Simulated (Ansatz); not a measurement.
The parent structure is Ti in the hcp (Mg type) structure (space group P6_3/mmc, No. 194; a = 2.939 Å, c = 4.654 Å; relaxed with 0.1 eV smearing).

Calculations: plane-wave PAW DFT at the PBE level (Ansatz, a first-principles code, 420 eV), no spin-orbit coupling, earlier PAW set.

Before the change:

| Quantity | Value |
|---|---|
| Pressure | 0.0 GPa |

Now apply this change: an isotropic linear strain of +0.77 %; the atoms relax in the strained cell.

Problem. How does this affect the energy relative to the base?

Solution. The energy rises by 3.2 meV/atom.

Problem. What does the calculation give for the pressure after the change?

Solution. The pressure (mean of the normal stresses, compression positive) goes from zero to -2.5 GPa.

Whether these cells are dynamically stable was not tested. The final runs are not spin-polarised.
